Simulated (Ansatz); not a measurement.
Take GaCuSe₂ in the chalcopyrite structure (space group I-42d, No. 122; a = 5.508 Å, c = 10.962 Å) as the base. Axes: x, y, z lie along a, b, c of the conventional cell.

All numbers come from LDA in Ansatz (plane waves to 420 eV, PAW, without spin-orbit coupling).

Strains are applied to the cell and any free atomic positions relax.

One change was made to it. Results:

The pressure (mean of the normal stresses, compression positive) goes from zero to 1.22 GPa; the valence-band top at Γ (three highest levels, from the VBM) goes from 0.00, -0.09, -0.09 eV to 0.00, -0.04, -0.09 eV; the gap character remains direct at Γ.

Task: Name the change that was made.
(A) uniaxial strain ε_xx = −1.50 %
(B) uniaxial strain ε_xx = −2.25 %
(C) uniaxial strain ε_xx = −3.00 %

Result: A, uniaxial strain ε_xx = −1.50 %. For comparison, the valence-band top at Γ in the other runs: uniaxial strain ε_xx = −2.25 % gives 0.00, -0.02, -0.09 eV; uniaxial strain ε_xx = −3.00 % gives 0.00, -0.01, -0.10 eV.

No phonon test of stability was made. All final runs are without spin polarisation. The zero or small gap of GaCuSe2 can change with the level of theory. k-point labels follow each cell's own Brillouin zone.

Ansatz is a first-principles code.
